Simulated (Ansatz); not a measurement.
Where the default PAW files enter, the runs use the earlier of Ansatz's two default sets.

Inside the gap of an insulator the Bloch states are evanescent, with a wavenumber k + iκ along the transport direction.

Data:

```
Ga2O3
1.0
    3.04757     0.00000     0.00000
    1.52378     6.14023     0.00000
    0.00000     1.38413     5.65035
Ga O
4 6
Cartesian
  1.52378   2.89913   3.87202
  3.04757   4.62523   1.77833
  3.04757   1.39505   1.15951
  1.52378   6.12931   4.49084
  3.04757   7.12576   4.20013
  1.52378   0.39860   1.45022
  3.04757   2.73361   2.46790
  1.52378   4.79075   3.18245
  1.52378   4.27118   0.61674
  3.04757   3.25319   5.03361
```

Space group of this cell: C2/m. The cell is taken as given; by LDA its mean pressure is -6.6 GPa.

Transport runs along the normal of the first two printed cell vectors.

The gap is the functional's own. No spin-orbit coupling. Mid-gap values are interpolated on the energy grid.

Predict the band gap and the smallest decay constant κ at mid-gap from LDA (Ansatz, an electronic-structure program).

Gap 2.20 eV on a 10×10×6 mesh; κ = 0.188 1/Å, at the zone centre.
